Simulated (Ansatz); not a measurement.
Start from CdGeAs2 in the chalcopyrite structure (space group I-42d, No. 122; a = 5.942 Å, c = 11.312 Å).

Calculations: DFT with PBEsol, PAW potentials and a 420 eV plane-wave cutoff in Ansatz (a quantum-chemistry and plane-wave program), without spin-orbit coupling.

Base values:

| Item | Value |
|---|---|
| Lattice parameter a | 5.942 Å |

The change: a negative pressure, −1 GPa.

Estimate the effect on the lattice parameter a.

The lattice parameter a goes up by 0.033 Å, from 5.942 Å to 5.975 Å.

Load acts through the strain it causes; cell and atoms are relaxed under it. No phonon test of stability was made.
